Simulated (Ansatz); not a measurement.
**Effect of biaxial strain +2.50 %, plane normal [111], relaxed out of plane on SrO**

Consider SrO in the rock salt structure (space group Fm-3m, No. 225; a = 5.1224 Å). Axes: x, y, z lie along the cube axes.

Now apply this change: tensile biaxial strain of 2.50 % in the plane normal to [111], as in epitaxy on a mismatched substrate; the out-of-plane cell vector and the atoms relax.

The values are results of Ansatz (an electronic-structure program), PBEsol, PAW, cutoff 420 eV, no spin-orbit coupling, not measurements. k-mesh 11×11×11 (Γ-centred); smearing 0.05 eV (Fermi–Dirac).

* **Volume per atom**: 17.35 Å³ (base 16.80 Å³)
* **Space group**: R-3m (No. 166) (base Fm-3m (No. 225))
* **Shortest interatomic distance**: 2.590 Å (base 2.561 Å)
* **Energy relative to the base (free energy F)**: +12 meV/atom
* **Band gap**: 3.15 eV (base 3.20 eV)
* **Gap character**: indirect, Γ → F
* **Smallest direct gap**: 3.26 eV (base 3.26 eV)
* **Hole mass**: 0.49 mₑ out of plane, 1.3 mₑ in plane (at Γ)
* **Valence-band top at Γ (three highest levels, from the VBM)**: 0.00, -0.09, -0.09 eV (base 0.00, 0.00, 0.00 eV)
* **Out-of-plane strain**: -1.74 %
* **Ratio −ε⊥/ε∥**: 0.69
* **Mean in-plane stress (compression positive)**: -4.3 GPa

Final structure (turned so that z lies along the plane normal):

```
SrO
1.0
    3.71266     0.00000     0.00000
    1.85633     3.21525     0.00000
    1.85633    -1.07175     2.90610
Sr O
1 1
Direct
  0.00000   0.00000   0.00000
  0.00000   0.50000   0.50000
```

Cost of the whole job for the changed cell (relaxation, final SCF and bands): very roughly 30 core-seconds.

Masses are band curvatures over ±0.01 Å⁻¹ around the edge. Whether these cells are dynamically stable was not tested. k-point labels follow each cell's own Brillouin zone.
